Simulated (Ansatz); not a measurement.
## TiBe2: pressure series

Start from TiBe$_{2}$ in the cubic Laves (MgCu2 type) structure (space group Fd-3m, No. 227; a = 6.371 Å; a cell from a computed database, its experimental status unchecked).

Cell and atoms are relaxed at each pressure.

Computed with PBEsol in Ansatz (plane waves to 420 eV, PAW, no SOC).

Notes on the quantities. enthalpy: H = E + PV relative to the base's energy.

| change | density | shortest interatomic distance | enthalpy |
|---|---|---|---|
| base | 3.38 g/cm³ | 2.252 Å | – |
| pressure −2 GPa | 3.33 g/cm³ | 2.265 Å | -0.14 eV/atom |
| pressure −1 GPa | 3.36 g/cm³ | 2.258 Å | -0.07 eV/atom |
| pressure 0.3 GPa | 3.39 g/cm³ | 2.251 Å | +0.02 eV/atom |
| pressure 0.7 GPa | 3.40 g/cm³ | 2.248 Å | +0.05 eV/atom |
| pressure 1.5 GPa | 3.42 g/cm³ | 2.244 Å | +0.10 eV/atom |
| pressure 3 GPa | 3.46 g/cm³ | 2.236 Å | +0.20 eV/atom |
| pressure 5 GPa | 3.51 g/cm³ | 2.225 Å | +0.33 eV/atom |
| pressure 7.5 GPa | 3.57 g/cm³ | 2.213 Å | +0.49 eV/atom |
| pressure 10 GPa | 3.63 g/cm³ | 2.201 Å | +0.65 eV/atom |

Load acts through the strain it causes; cell and atoms are relaxed under it. Stability against distortions was not tested. No other phases were tried under pressure. The final runs are not spin-polarised. TiBe2 has a high density of states at the Fermi level and may be magnetic at this level.

Ansatz is a quantum-chemistry and plane-wave program.
